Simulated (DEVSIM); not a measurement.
Structure: abrupt InP p-n junction, at 400 K.

```tsv
layer (left to right)	material	thickness (μm)	Nd (cm⁻³)	Na (cm⁻³)	τn (s)	τp (s)
1	InP	3.30	-	5.2e16	4.4e-8	4.4e-8
2	InP	3.30	2.5e16	-	4.4e-8	4.4e-8
```

Left contact: ohmic. Right contact: ohmic. Voltage is applied to the left contact. Recombination: SRH at mid-gap, radiative, Auger. Mobility is constant in doping.

Constants are typed, rounded textbook-type inputs, not results; the design itself was drawn at random and stands for no fabricated device. Values at 300 K; Nc and Nv go as T^1.5, mobilities as T to minus their exponent, the gap by Varshni's rule with the affinity fixed.

```csv
parameter,InP
gap (eV),1.344
affinity (eV),4.38
permittivity,12.5
Nc (cm⁻³),5.7e17
Nv (cm⁻³),1.1e19
μn (cm²/Vs),5200
μp (cm²/Vs),170
T exponent of μn,2
T exponent of μp,2
B (cm³/s),1.2e-10
Cn (cm⁶/s),9e-31
Cp (cm⁶/s),9e-31
Varshni α (eV/K),0.000363
Varshni β (K),162
```

DEVSIM, 1D drift-diffusion, Boltzmann statistics, complete ionisation; no tunnelling, impact ionisation, image-force lowering or self-heating.

The temperature was swept, all else fixed.

| temperature (K) | potential step across the device at zero bias (V) | largest field in the device at zero bias (V/cm) | dark forward voltage at 1 A/cm² (V) | dark forward voltage at 100 A/cm² (V) |
|---|---|---|---|---|
| 250 | 1.189 | 75000 | 1.023 | 1.126 |
| 300 | 1.125 | 72000 | 0.931 | 1.053 |
| 350 | 1.058 | 70000 | 0.836 | 0.980 |
| 400 | 0.989 | 67000 | 0.740 | 0.905 |
| 450 | 0.919 | 64000 | 0.643 | 0.829 |
| 500 | 0.846 | 61000 | 0.544 | 0.752 |

From the first row to the last the potential step across the device at zero bias goes from 1.189 to 0.846. From the first row to the last the largest field in the device at zero bias goes from 75000 to 61000.
